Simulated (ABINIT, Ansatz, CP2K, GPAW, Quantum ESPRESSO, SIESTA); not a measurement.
# KCaCl₃ (Cm, 5 atoms in the cell) computed with different codes at matched settings

Self-consistent single point.

```yaml
crystal:
  lattice:
    - [3.82287, -3.82431, 0.00000]
    - [3.82287, 3.82431, 0.00000]
    - [-0.00053, 0.00000, 5.40652]
  atoms:
    - { symbol: K, position: [0.99805, 0.99805, 0.99998] }
    - { symbol: Ca, position: [0.49789, 0.49789, 0.48521] }
    - { symbol: Cl, position: [0.49552, 0.99942, 0.48278] }
    - { symbol: Cl, position: [0.99942, 0.49552, 0.48278] }
    - { symbol: Cl, position: [0.50729, 0.50729, 0.98514] }
```

Shared settings, as Ansatz (an electronic-structure program) writes them: kpoints.mp_grid.grid = 3 3 3; scf.occupations.method = fixed. Potentials and cutoffs stand in the table.

```json
[
 {"code": "ABINIT", "model": "LDA (PW92), norm-conserving pseudopotentials (PseudoDojo nc-sr-04 LDA standard)", "pressure (GPa)": "-2.79", "largest force (eV/Å)": "0.049", "gap on the mesh (eV)": "4.477", "cutoff": "36 Ha"},
 {"code": "GPAW", "model": "LDA (Perdew-Wang 92), GPAW PAW datasets LDA (gpaw-data 1.0.1)", "pressure (GPa)": "-2.75", "largest force (eV/Å)": "0.050", "gap on the mesh (eV)": "4.477", "cutoff": "600 eV"},
 {"code": "CP2K", "model": "LDA (Pade form), GPW, DZVP-MOLOPT-SR-GTH basis, GTH-PADE potentials (GTH_POTENTIALS)", "pressure (GPa)": "-2.57", "largest force (eV/Å)": "0.051", "gap on the mesh (eV)": "4.465", "cutoff": "grid 500 Ry"},
 {"code": "SIESTA", "model": "LDA PW92, numerical atomic orbitals DZP, PseudoDojo LDA standard norm-conserving potentials (rewritten from UPF to PSML)", "pressure (GPa)": "-0.81", "largest force (eV/Å)": "0.088", "gap on the mesh (eV)": "4.363", "cutoff": "grid 400 Ry"},
 {"code": "Quantum ESPRESSO", "model": "LDA (PZ), GBRV 1.5 ultrasoft (LDA) pseudopotentials", "pressure (GPa)": "-3.05", "largest force (eV/Å)": "0.049", "gap on the mesh (eV)": "4.474", "cutoff": "40 Ry"},
 {"code": "Ansatz", "model": "LDA (PW92), PAW files made with PBE", "pressure (GPa)": "-2.78", "largest force (eV/Å)": "0.049", "gap on the mesh (eV)": "4.477", "cutoff": "default"}
]
```

Size of the force on each atom (eV/Å): Sizes of forces hide their directions.

```
code                 K1    Ca2    Cl3    Cl4    Cl5
----------------  -----  -----  -----  -----  -----
ABINIT            0.041  0.049  0.027  0.027  0.011
GPAW              0.041  0.050  0.028  0.028  0.010
CP2K              0.038  0.051  0.031  0.031  0.006
SIESTA            0.035  0.088  0.061  0.061  0.018
Quantum ESPRESSO  0.042  0.049  0.028  0.028  0.011
Ansatz            0.041  0.049  0.027  0.027  0.011
```

Gaps are read on the mesh.

The spread over the programs that give each value: pressure within 2.24 GPa; largest force within 0.039 eV/Å; gap on the mesh within 0.114 eV.

CP2K and SIESTA use small atom-centred bases, whose incompleteness enters pressures, forces and empty levels differently from a plane-wave cutoff. Ansatz's pressure is given at a fixed set of plane waves, as the other plane-wave codes print theirs. The same LDA comes in different parametrisations, which differ slightly. In the pressure, SIESTA (by 1.98) lies more than 1 GPa from the median of the plane-wave programs.

The starting cell comes from a database of computed structures (which also holds hypothetical and non-ambient phases and stackings), without a prior relaxation at this level.

Keys are those of Ansatz 0.2.
